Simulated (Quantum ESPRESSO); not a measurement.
Quantum ESPRESSO run on MgS (Fm-3m, 2 atoms in the cell): self-consistent single point.

Computed with LDA (PZ), GBRV 1.5 ultrasoft (LDA) pseudopotentials (plane waves; Quantum ESPRESSO).

```xyz
2
Lattice="-2.6192 0.0000 2.6192 0.0000 2.6192 2.6192 -2.6192 2.6192 0.0000" Properties=species:S:1:pos:R:3 pbc="T T T"
Mg     0.0000     0.0000     0.0000
S     -2.6192     2.6192     2.6192
```

Reference input (self-consistent single point, DFT, PBE, plane waves, SSSP 1.1.2 efficiency (PBE) pseudopotentials): ecutwfc = 40 Ry; ecutrho = 320 Ry; occupations = smearing; smearing = fd; degauss = 0.00147 Ry; potentials = {Mg: Mg.pbe-n-kjpaw_psl.0.3.0.UPF, S: s_pbe_v1.4.uspp.F.UPF}; K_POINTS = automatic 7 7 7 0 0 0; conv_thr = 1e-10 Ry; mixing_beta = 0.7. This run's input differs from it in these lines:

```diff
@@ -14,3 +14,3 @@
    ecutwfc = 40,
-   ecutrho = 320,
+   ecutrho = 200,
    occupations = 'smearing',
@@ -24,4 +24,4 @@
 ATOMIC_SPECIES
-Mg    24.3050  Mg.pbe-n-kjpaw_psl.0.3.0.UPF
-S     32.0600  s_pbe_v1.4.uspp.F.UPF
+Mg    24.3050  mg_lda_v1.4.uspp.F.UPF
+S     32.0600  s_lda_v1.4.uspp.F.UPF
 ATOMIC_POSITIONS {angstrom}
```

Output, abridged:

```
     Self-consistent Calculation

     iteration #  1     ecut=    40.00 Ry     beta= 0.70

     total energy              =    -149.32195137 Ry
     estimated scf accuracy    <       0.16738379 Ry

     iteration #  2     ecut=    40.00 Ry     beta= 0.70

     total energy              =    -149.36753998 Ry
     estimated scf accuracy    <       0.03043485 Ry

     iteration #  3     ecut=    40.00 Ry     beta= 0.70

     total energy              =    -149.37344319 Ry
     estimated scf accuracy    <       0.00060523 Ry

   [... 2 blocks of this kind left out ...]

     iteration #  6     ecut=    40.00 Ry     beta= 0.70

     total energy              =    -149.37351976 Ry
     estimated scf accuracy    <       0.00000002 Ry

     iteration #  7     ecut=    40.00 Ry     beta= 0.70
     End of self-consistent calculation

     the Fermi energy is     7.5501 ev

!    total energy              =    -149.37351977 Ry
     estimated scf accuracy    <          9.5E-11 Ry
     smearing contrib. (-TS)   =       0.00000000 Ry
     internal energy E=F+TS    =    -149.37351977 Ry

     convergence has been achieved in   7 iterations

     Forces acting on atoms (cartesian axes, Ry/au):

     atom    1 type  1   force =     0.00000000    0.00000000    0.00000000
     atom    2 type  2   force =     0.00000000    0.00000000    0.00000000

     Total force =     0.000000     Total SCF correction =     0.000000

          total   stress  (Ry/bohr**3)                   (kbar)     P=      -46.34
  -0.00031500   0.00000000   0.00000000          -46.34        0.00        0.00
   0.00000000  -0.00031500  -0.00000000            0.00      -46.34       -0.00
   0.00000000  -0.00000000  -0.00031500            0.00       -0.00      -46.34

   JOB DONE.
```

The run converged in 7 iterations. Against the reference run the pressure goes from -0.68 to -4.63 GPa and the gap on the mesh goes from 2.937 to 2.731 eV.

The starting cell comes from a database of computed structures (which also holds hypothetical and non-ambient phases and stackings), without a prior relaxation at this level. Its lattice was rescaled by a random factor within 2.5 % of one. With a pressure of about -5 GPa the cell is away from its equilibrium volume at this level.
